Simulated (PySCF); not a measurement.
PySCF 2.14.0, MP2 (frozen core)/def2-svp: CC[Si@H]1C[Si@@](N)([SiH3])[SiH2]1, 23 atoms. The geometry is a generated start, not checked to be a minimum at this level.

```yaml
task: mp2
basis: def2-svp
two_electron_scheme: exact four-centre integrals
frozen_core: true
mf.init_guess: minao (default)
mf.DIIS: CDIIS (default)
mf.diis_space: 8 (default)
mf.conv_tol: 1e-09 (default)
basis functions (reference run): 203
```

On 4 threads, 1 BLAS thread. Build: conda-forge: OpenMP (GNU), OpenBLAS with its own threads, libcint, Libxc. One run each, on a shared machine, so no times are given.

Values of mol.max_memory tried: 8000 MB, 4000 MB, 2000 MB, 1000 MB, 500 MB, 300 MB, 200 MB.

Problem. Which of these memory settings still run, and by which path?

Solution. It runs down to 200 MB, the lowest tried, with the same result. At 8000 MB: SCF integrals in memory, transformation in memory. From 2000 MB down: SCF integrals in memory, transformation through a file. From 1000 MB down: direct SCF, transformation through a file.

| mol.max_memory | path | peak memory |
|---|---|---|
| 8000 MB | SCF integrals in memory, transformation in memory | 2.4 GiB |
| 4000 MB | SCF integrals in memory, transformation in memory | 2.4 GiB |
| 2000 MB | SCF integrals in memory, transformation through a file | 3.3 GiB |
| 1000 MB | direct SCF, transformation through a file | 1.7 GiB |
| 500 MB | direct SCF, transformation through a file | 1.7 GiB |
| 300 MB | direct SCF, transformation through a file | 1.7 GiB |
| 200 MB | direct SCF, transformation through a file | 1.7 GiB |

Peak memory is the kernel's count for the largest process, libraries included and scratch files not. The peak passes the setting at 2000 MB, 1000 MB, 500 MB, 300 MB, 200 MB: it is no hard cap. MP2's transformation through a file may take 2000 MB even at lower settings.
